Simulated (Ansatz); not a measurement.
## A computed series for hypothetical zinc blende BiB: alloy series

The parent structure is BiB in the zinc blende structure (space group F-43m, No. 216; a = 5.457 Å; a hypothetical phase, not in the database extracts checked).

The other end (x = 1) is BP in the zinc blende structure (space group F-43m, No. 216): 11.54 Å³/atom, gap 1.11 eV.

P replaces a fraction x of Bi; each row is one arrangement (x, atoms in the cell, starting space group or random), fully relaxed.

All numbers come from PBEsol/PAW in Ansatz (a program for electronic structure), no spin-orbit coupling, earlier PAW set.

```tsv
P fraction x	volume per atom (Å³/atom)
0	20.310
0.25 (Pmm2, 8 atoms)	17.714
0.333 (I-4m2, 6 atoms)	?
0.667 (P3m1, 6 atoms)	14.197
0.667 (I-4m2, 6 atoms)	14.017
1	11.545
```

**Question.** Fit V(x) = (1 − x) V(0) + x V(1) − b x(1 − x) with the ends held (b = 0 is Vegard's rule) to the rows shown and predict the withheld row.

**Answer.** Least squares on the printed values gives b = 1.75 Å³/atom, against 17.391 Å³/atom from the straight line alone (largest residual 0.122 Å³/atom); this predicts 17.002 Å³/atom, and the run gives 16.904 Å³/atom, 0.098 lower.

These are small ordered cells, not random alloys; other orderings at the same x differ. Spin-orbit coupling, missing from the scalar runs, can matter with Bi. No phonon test of stability was made. All final runs are without spin polarisation.
